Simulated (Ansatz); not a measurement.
Take AlN in the wurtzite structure (space group P6_3mc, No. 186; a = 3.114 Å, c = 4.984 Å) as the base.

It is then changed as follows: cell and atoms relaxed at a pressure of 15 GPa.

Levels (all Ansatz, an electronic-structure program, PAW): PBEsol (420 eV, no spin-orbit coupling); r2SCAN (500 eV, without spin-orbit coupling); HSE06 (420 eV, no spin-orbit coupling).

At the geometry relaxed with PBEsol, these levels gave the following band gaps, in shuffled order: (a) 4.64 eV, (b) 6.14 eV, (c) 5.40 eV.

Q: Match each gap to its level.

A: (a) PBEsol; (b) HSE06; (c) r2SCAN.

Single points use the geometry relaxed with PBEsol. Load acts through the strain it causes; cell and atoms are relaxed under it. Whether these cells are dynamically stable was not tested. Measured, AlN leaves this structure (for rock salt) near 14 GPa (temperature not stated; as listed in Datta, Sujoy, Jana, Debnarayan, arXiv (2020)), on rising pressure, with hysteresis.
